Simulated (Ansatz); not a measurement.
Functionals compared on NH2 on the (0001) surface of wurtzite GaN (2x2 N adatom at H3; a constructed slab, bottom: 3 H on 4 bottom sites), one in a cell of 36 Å², started at the site 'hollow N-N-N over Ga at depth 1.8 Å', in Ansatz (plane waves, PAW). The structure was relaxed with PBE; the other rows are single points on it, each with its references at the same level. Cutoff 420 eV (500 eV for r2SCAN). The points keep PBE's geometry, so the relaxation of a polaron and the settling of charge on one site are left out.

Host crystal: wurtzite GaN, with a band gap (PBE, scalar-relativistic without spin-orbit coupling).

Model: 47-atom slab, 13.4 Å thick at the start with caps and adatoms under the adsorbate (thin: gaps and levels are the slab's own), 4x4x1 mesh, Fermi-Dirac 0.01 eV, dipole correction, 23 atoms held, the rest relaxed; no symmetry held; spin-polarised, ending with about 1.0 μB a cell; orders that need a larger cell were not tried, no spin-orbit, no U, no dispersion correction. At the end it is bonded to Ga. In PBE it is, or lies within 0.03 eV of, the lowest of the starts that converged. These notes are the PBE run's. RPBE: The program's check for a lower electronic state was not made. r2SCAN: The program's check for a lower electronic state was not made. Adsorption energies are against NH3(g) − ½ H2(g). A negative adsorption energy means that the adsorbate is more stable on the surface than in its reference.

| functional | adsorption energy (eV) | gap of the slab on its k-mesh (eV) | highest filled level below the top vacuum level (eV) | magnetic moment of the cell (μB) |
|---|---|---|---|---|
| PBE | -0.03 | 0.77 | 5.47 | 1.00 |
| RPBE | [?] | [?] | [?] | 1.00 |
| r2SCAN | -0.45 | 1.50 | 5.65 | 1.00 |

What belongs in the gaps?


- RPBE, adsorption energy (eV): 0.11
- RPBE, gap of the slab on its k-mesh (eV): 0.83
- RPBE, highest filled level below the top vacuum level (eV): 5.36

Ansatz is a first-principles code.
